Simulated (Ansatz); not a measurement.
Band structure of BaCuSbO5 (P4mm, 8 atoms in the cell).

```
BaCuSbO5
1.0
    3.75705     0.00000     0.00000
    0.00000     3.75705     0.00000
    0.00000     0.00000     9.36607
Ba Cu Sb O
1 1 1 5
Cartesian
  0.00000   0.00000   0.29943
  1.87853   1.87853   2.59918
  1.87853   1.87853   6.66733
  0.00000   1.87853   6.14255
  1.87853   0.00000   6.14255
  0.00000   1.87853   2.21376
  1.87853   0.00000   2.21376
  1.87853   1.87853   8.59412
```

Computed with PBEsol, PAW files made with PBE (plane waves; Ansatz, a quantum-chemistry and plane-wave program).

Settings: basis.ecutwfc = 420 eV; kpoints.mp_grid.grid = 7 7 3; hamiltonian.xc = pbesol; hamiltonian.pseudopotentials = {kind: paw} (the program's default PAW files); scf.occupations.method = fermi_dirac; scf.occupations.width = 0.05 eV; kpoints.band_path.npoints = 8.

The starting cell comes from a database of computed structures (which also holds hypothetical and non-ambient phases and stackings), without a prior relaxation at this level. Its lattice was rescaled by a random factor within 2.5 % of one. Spin-orbit coupling is off. Spin polarisation is off, so a magnetic state, if there is one, cannot be reached. The run gives no clean gap (levels at the Fermi energy touch, overlap or are partly filled at this smearing), which alone does not show that the compound is a metal.

Levels in eV from the Fermi level, bands 34 to 41:
```
point     34     35     36     37     38     39    40    41
-----  -----  -----  -----  -----  -----  -----  ----  ----
Γ      -1.22  -1.22  -0.50  -0.49  -0.32  -0.32  4.09  4.09
X      -1.31  -1.26  -0.47  -0.29  -0.14   3.59  4.87  5.32
M      -0.56  -0.56   0.08   0.38   2.30   3.41  5.58  6.25
Z      -1.22  -1.22  -0.50  -0.41  -0.32  -0.32  4.06  4.10
R      -1.26  -1.23  -0.47  -0.29  -0.14   3.53  4.81  5.50
A      -0.57  -0.57   0.08   0.38   2.30   3.77  5.07  6.16
```

Bands cross the Fermi level along this path, so the cell is metallic at this level.

Keys are those of Ansatz 0.2.
